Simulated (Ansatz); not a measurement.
**Relaxation of cell and atoms of CrI3 (R-3, 8 atoms in the cell) at several settings**

```
CrI3
1.0
    3.26134     1.88294     5.99871
   -3.26134     1.88294     5.99871
    0.00000    -3.76587     5.99871
Cr I
2 6
Direct
  0.33333   0.33333   0.33333
  0.66667   0.66667   0.66667
  0.08800   0.75500   0.42100
  0.42100   0.08800   0.75500
  0.75500   0.42100   0.08800
  0.91200   0.24500   0.57900
  0.57900   0.91200   0.24500
  0.24500   0.57900   0.91200
```
Moments meant for the start (each program seeds them in its own way; μB, in the order of the atoms Cr Cr I I I I I I): 3.0 3.0 0.0 0.0 0.0 0.0 0.0 0.0.

Base: PBE run with Ansatz (a program for electronic structure). Its settings: kpoints.mp_grid.grid = 3 3 3; hamiltonian.xc = pbe; hamiltonian.pseudopotentials = {kind: paw} (the program's default PAW files); magnetization.spin_polarized = true; scf.occupations.method = cold; scf.occupations.width = 0.1 eV. Starting volume 27.63 Å³ per atom.

Each line gives the change from the base single point and the result:

- relax: default → cell and atoms; relax.cell.p_target: default → 5 GPa: pressure 5.01 GPa; final cell a = b = c = 7.256 Å, α = β = γ = 54.43°; final volume per atom 29.39 Å³; relaxation steps 7; free energy against the base single point -82.2 meV/atom.
- hamiltonian.xc: pbe → lda; relax: default → cell and atoms [DFT, LDA (PW92), plane waves, default PAW files made with PBE]: pressure 0.00 GPa; largest force (vector length) 0.002 eV/Å; final cell a = 7.4379 Å, b = 7.4379 Å, c = 7.4379 Å, α = 53.61°, β = 53.61°, γ = 53.61°; final volume per atom 30.94 Å³; relaxation steps 8.

The starting cell was generated: these elements placed on a structure prototype, without a prior relaxation; it need not be a known phase or ordering of this composition. Its lattice was rescaled by a random factor within 2.5 % of one. The magnetic order is the one reached from the typed start; others were not searched systematically. Ansatz's pressure includes its estimate of the finite-basis (Pulay) stress.

Keys are those of Ansatz 0.2.
